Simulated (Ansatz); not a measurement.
An Ansatz (a first-principles code) input (Ansatz PBE-D3(BJ), without spin-orbit coupling):

Ansatz 0.2 input:
```yaml
crystal:
  lattice:
    - [3.5906358571, 0, 0]
    - [1.7953179286, 3.109581868, 0]
    - [0, 0, 35.0724787897]
  atoms:
    - { symbol: S, position: [0.3333333333, 0.3333333333, 0.2138428836] }
    - { symbol: Ga, position: [0.6666666667, 0.6666666667, 0.2448592086] }
    - { symbol: Ga, position: [0.6666666667, 0.6666666667, 0.31466058] }
    - { symbol: S, position: [0.3333333333, 0.3333333333, 0.3456769049] }
    - { symbol: S, position: [0.6666666667, 0.6666666667, 0.4340829893] }
    - { symbol: Ga, position: [0.3333333333, 0.3333333333, 0.4650993143] }
    - { symbol: Ga, position: [0.3333333333, 0.3333333333, 0.5349006857] }
    - { symbol: S, position: [0.6666666667, 0.6666666667, 0.5659170107] }
    - { symbol: S, position: [0.3333333333, 0.3333333333, 0.6543230951] }
    - { symbol: Ga, position: [0.6666666667, 0.6666666667, 0.68533942] }
    - { symbol: Ga, position: [0.6666666667, 0.6666666667, 0.7551407914] }
    - { symbol: S, position: [0.3333333333, 0.3333333333, 0.7861571164] }
basis: { ecutwfc: 420, ecutrho_ratio: 4, xc_grid: 2, fft_grid_basis: typed }
kpoints: { mp_grid: { grid: [11, 11, 1] } }
hamiltonian:
  xc: pbe
  dispersion: d3bj
  pseudopotentials: { kind: paw }
scf: { occupations: { method: fermi_dirac, width: 0.05 } }
relax: { f_tol: 0.01, max_steps: 60, cell: { stress_tol: 0.02, fix: [c, alpha, beta] } }
output: { forces: true, stress: true }
checkpoint: { write: state.ck, write_every: 1000 }
```

### Question
Which symmetry and how many k-points will the program report, and about how many plane waves at Γ?

### Answer
Space group P-6m2 (ITA 187) with 12 operations, k-points 16 of 121, and 7509 plane waves at Γ.

Whether these cells are dynamically stable was not tested. The cell was made from GaS in the beta-GaS type structure (space group P6_3/mmc, No. 194; layered, stacked along the Cartesian z axis) by this change: a free-standing slab of 3 layers (12 atoms, 4 a layer) is cut normal to the stacking axis, with 15 Å of vacuum and the in-plane cell relaxed.
